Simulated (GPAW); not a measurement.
A self-consistent single point of PdIn (Pm-3m, 2 atoms in the cell) with GPAW.

Method of the run: PBEsol, GPAW PAW datasets PBEsol (made by gpaw-setup) (plane waves; GPAW).

```xyz
2
Lattice="3.2500 0.0000 0.0000 0.0000 3.2500 0.0000 0.0000 0.0000 3.2500" Properties=species:S:1:pos:R:3 pbc="T T T"
In     1.6250     1.6250     1.6250
Pd     0.0000     0.0000     0.0000
```

Reference input (self-consistent single point, DFT PBE, plane waves, GPAW PAW datasets PBE (gpaw-data 1.0.1)): mode = pw; ecut = 600 eV; xc = PBE; kpts = 8 8 8; mesh shift (steps) = 0 0 0; occupations.name = fermi-dirac; occupations.width = 0.1 eV; nbands = -10; convergence.density = 1e-05 e/electron; convergence.energy = 1e-05 eV/electron; symmetry.symmorphic = false; symmetry.tolerance = 0.0005. This run's input differs from it in these lines:

```diff
@@ -13,3 +13,3 @@
 calc = GPAW(mode=PW(600),
-            xc='PBE',
+            xc='PBEsol',
             kpts={'size': (8, 8, 8), 'gamma': True},
```

Its files differ too (potentials: GPAW PAW datasets PBEsol (made by gpaw-setup)).

Output, abridged:

```
     iter     time        total  log10-change:
                         energy   eigst   dens
iter:   1 --:--:--   -10.641273
iter:   2 --:--:--   -10.016557   -1.75  -1.23
iter:   3 --:--:--    -8.978601   -1.08  -1.29
iter:   4 --:--:--    -8.968669   -2.45  -1.67
iter:   5 --:--:--    -8.912239   -2.18  -1.78
iter:   6 --:--:--    -8.900925   -3.38  -2.45
iter:   7 --:--:--    -8.880419   -3.25  -2.70
iter:   8 --:--:--    -8.880360   -4.55  -3.25
iter:   9 --:--:--    -8.880200c  -4.57  -3.34
iter:  10 --:--:--    -8.880153c  -4.73  -3.30
iter:  11 --:--:--    -8.880141c  -5.84  -3.96
iter:  12 --:--:--    -8.880141c  -6.45  -4.68
iter:  13 --:--:--    -8.880140c  -7.17  -4.65
iter:  14 --:--:--    -8.880141c  -7.67c -4.57
iter:  15 --:--:--    -8.880141c  -8.56c -4.61
iter:  16 --:--:--    -8.880141c  -8.69c -4.63
iter:  17 --:--:--    -8.880144c  -7.31  -4.59
iter:  18 --:--:--    -8.880144c  -8.35c -4.79
iter:  19 --:--:--    -8.880145c  -8.12c -4.83
iter:  20 --:--:--    -8.880145c  -9.42c -5.36c
Converged after 20 iterations.

Dipole moment: (-0.000000, -0.000000, -0.000000) |e|*Ang

Energy contributions relative to reference atoms: (reference = -297063.209408)

Kinetic:        +10.796830
Potential:      -12.764352
External:        +0.000000
XC:              -6.863513
Entropy (-ST):   -0.025385
Local:           -0.036418
SIC:             +0.000000
--------------------------
Free energy:     -8.892838
Extrapolated:    -8.880145

Showing only first 2 kpts
 Kpt  Band  Eigenvalues  Occupancy
  0    12      7.78670    2.00000
  0    13      7.78670    2.00000
  0    14     14.27170    0.00000
  0    15     14.27170    0.00000

  1    12      7.59833    2.00000
  1    13      7.77410    2.00000
  1    14     12.78044    0.00000
  1    15     14.77889    0.00000

Fermi level: 10.02889

No gap
No difference between direct/indirect transitions
Energy (eV): -8.880145

Forces in eV/Ang:
  0 In   -0.00000   -0.00000   -0.00000
  1 Pd   -0.00000    0.00000   -0.00000

Stress tensor:
     0.003218    -0.000000     0.000000
    -0.000000     0.003218     0.000000
     0.000000     0.000000     0.003218
Stress (GPa, Voigt): [ 0.5156  0.5156  0.5156  0.      0.     -0.    ]
```

The run converged in 20 iterations. GPAW prints stress with tension positive. Against the reference run the pressure goes from 6.17 to -0.52 GPa.

The starting cell has typed, rounded lattice constants, without a prior relaxation at this level. Spin polarisation is off.
